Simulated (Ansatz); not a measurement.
Start from Cu$_{3}$Sn (space group P6_3/mmc, No. 194; a = 5.512 Å, c = 4.277 Å; a cell from a computed database, its experimental status unchecked). Axes: x lies along a and z along c of the hexagonal cell.

Calculations: r2SCAN (Ansatz, a quantum-chemistry and plane-wave program), no SOC, earlier PAW set.

Base values:

- Volume per atom = 14.07 Å³
- Pressure = 0.0 GPa
- Band gap = zero

Now apply this change: compressive biaxial strain of 4.66 % in the plane normal to [001], as in epitaxy on a mismatched substrate; the out-of-plane cell vector and the atoms relax.

How does this affect the volume per atom, pressure and band gap?

The volume per atom drops by 0.65 Å³ (14.07 Å³ → 13.42 Å³); the pressure (mean of the normal stresses, compression positive) goes from zero to 7.0 GPa; the band gap stays zero.

Without a gap, meshes like the base's 10×10×11 leave anisotropic stresses uncertain by several tenths of a GPa, and small strain energies with them. Stability against distortions was not tested. The final runs are not spin-polarised.
